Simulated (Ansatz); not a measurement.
The parent structure is AlCo in the CsCl type structure (space group Pm-3m, No. 221; a = 2.824 Å; weakly magnetic (sensitive to the mesh); relaxed with 0.1 eV smearing). Axes: x, y, z lie along the cube axes.

Level of theory: r2SCAN (Ansatz, an electronic-structure program, PAW, no spin-orbit coupling), earlier PAW set.

Perturbation: uniaxial stress, 2 GPa tension along x; all other stress components relax to zero.

Estimate the effect on the mean lateral Poisson ratio and energy relative to the base.

The mean lateral Poisson ratio comes out as 0.32; the energy grows by 0.8 meV/atom.

The magnetic state is the one reached from the starting moments; the real material's order can differ, and small cells can't hold many antiferromagnetic ones. Load acts through the strain it causes; cell and atoms are relaxed under it. Beyond what the load breaks, stability against distortions was not tested. Starting moments died away, wholly or in part, for the base; another magnetic solution may exist.
